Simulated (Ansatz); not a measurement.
## Pressure series in TiSi2

The reference is TiSi2 (space group Fddd, No. 70).

```
CELL_PARAMETERS angstrom
      0.00000     4.13234     4.28268
      2.40310     0.00000     4.28268
      2.40310     4.13234     0.00000
ATOMIC_POSITIONS crystal
  Si 0.66302 0.33698 0.66302
  Si 0.33698 0.66302 0.33698
  Si 0.58698 0.91302 0.58698
  Si 0.91302 0.58698 0.91302
  Ti 0.00000 0.00000 0.00000
  Ti 0.25000 0.25000 0.25000
```

Cell and atoms are relaxed at each pressure.

The values are results of Kohn–Sham DFT with the PBE functional, run in Ansatz (an electronic-structure program) with PAW and 420 eV plane waves, scalar-relativistic without spin-orbit coupling, not measurements.

Notes on the quantities. enthalpy: H = E + PV relative to the base's energy.

| case | enthalpy | volume per atom |
|---|---|---|
| base | – | 14.18 Å³ |
| pressure −2 GPa | -0.18 eV/atom | 14.39 Å³ |
| pressure −1 GPa | -0.09 eV/atom | 14.28 Å³ |
| pressure 3 GPa | +0.26 eV/atom | 13.89 Å³ |
| pressure 7 GPa | +0.61 eV/atom | 13.55 Å³ |
| pressure 15 GPa | +1.27 eV/atom | 12.98 Å³ |
| pressure 30 GPa | +2.44 eV/atom | 12.16 Å³ |
| pressure 50 GPa | +3.91 eV/atom | 11.35 Å³ |
| pressure 75 GPa | +5.62 eV/atom | 10.61 Å³ |
| pressure 100 GPa | +7.23 eV/atom | 10.04 Å³ |

Load acts through the strain it causes; cell and atoms are relaxed under it. Stability against distortions was not tested. No other phases were tried under pressure. All final runs are without spin polarisation.
